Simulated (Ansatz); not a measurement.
(BeTe)7/(CuCl)7 zinc blende (110) superlattice on CuCl, space group Pmm2.

The geometry comes from a PBE relaxation.

```yaml
crystal:
  lattice:
    - [3.83543, 0.00000, 0.00000]
    - [0.00000, 5.42381, 0.00000]
    - [0.00000, 0.00000, 27.75553]
  atoms:
    - { symbol: Be, position: [0.00000, 0.95824, 0.99881] }
    - { symbol: Te, position: [0.50000, 0.21610, 0.00134] }
    - { symbol: Be, position: [0.50000, 0.45073, 0.07503] }
    - { symbol: Te, position: [0.00000, 0.71127, 0.07285] }
    - { symbol: Be, position: [0.00000, 0.95111, 0.14739] }
    - { symbol: Te, position: [0.50000, 0.21078, 0.14826] }
    - { symbol: Be, position: [0.50000, 0.45113, 0.22173] }
    - { symbol: Te, position: [0.00000, 0.71108, 0.22173] }
    - { symbol: Be, position: [0.00000, 0.95111, 0.29608] }
    - { symbol: Te, position: [0.50000, 0.21078, 0.29521] }
    - { symbol: Be, position: [0.50000, 0.45073, 0.36843] }
    - { symbol: Te, position: [0.00000, 0.71127, 0.37062] }
    - { symbol: Be, position: [0.00000, 0.95824, 0.44465] }
    - { symbol: Te, position: [0.50000, 0.21610, 0.44213] }
    - { symbol: Cu, position: [0.50000, 0.50176, 0.51153] }
    - { symbol: Cl, position: [0.00000, 0.78070, 0.51312] }
    - { symbol: Cu, position: [0.00000, 0.05688, 0.57855] }
    - { symbol: Cl, position: [0.50000, 0.29915, 0.58672] }
    - { symbol: Cu, position: [0.50000, 0.56050, 0.65581] }
    - { symbol: Cl, position: [0.00000, 0.80507, 0.65092] }
    - { symbol: Cu, position: [0.00000, 0.03732, 0.72173] }
    - { symbol: Cl, position: [0.50000, 0.29589, 0.72173] }
    - { symbol: Cu, position: [0.50000, 0.56050, 0.78765] }
    - { symbol: Cl, position: [0.00000, 0.80507, 0.79255] }
    - { symbol: Cu, position: [0.00000, 0.05688, 0.86491] }
    - { symbol: Cl, position: [0.50000, 0.29915, 0.85674] }
    - { symbol: Cu, position: [0.50000, 0.50176, 0.93194] }
    - { symbol: Cl, position: [0.00000, 0.78070, 0.93034] }
```

Computed with HSE06 (plane waves to 420 eV, PAW; Ansatz, a first-principles code). No spin–orbit coupling; with elements this heavy it can move edges by tenths of an eV. Its k-point mesh 5×3×1, Fermi–Dirac width 0.01 eV. HSE06 ran on meshes of its own (5×3×1); its edges and gaps are taken over the mesh and over extra points off it, mostly where PBE has its edges.

Task: List the levels next to the gap at (0.000, 0.000, 0.500) of this cell's own (folded) zone, from the top of the valence band (the table ends after a fixed count of bands, which can cut a degenerate set).

Result: 
```json
[
 {"band": "v4", "E − E_v (eV)": "-0.639"},
 {"band": "v3", "E − E_v (eV)": "-0.396"},
 {"band": "v2", "E − E_v (eV)": "-0.232"},
 {"band": "v1", "E − E_v (eV)": "0.000"},
 {"band": "c1", "E − E_v (eV)": "1.737"},
 {"band": "c2", "E − E_v (eV)": "2.408"},
 {"band": "c3", "E − E_v (eV)": "2.546"},
 {"band": "c4", "E − E_v (eV)": "3.131"}
]
```
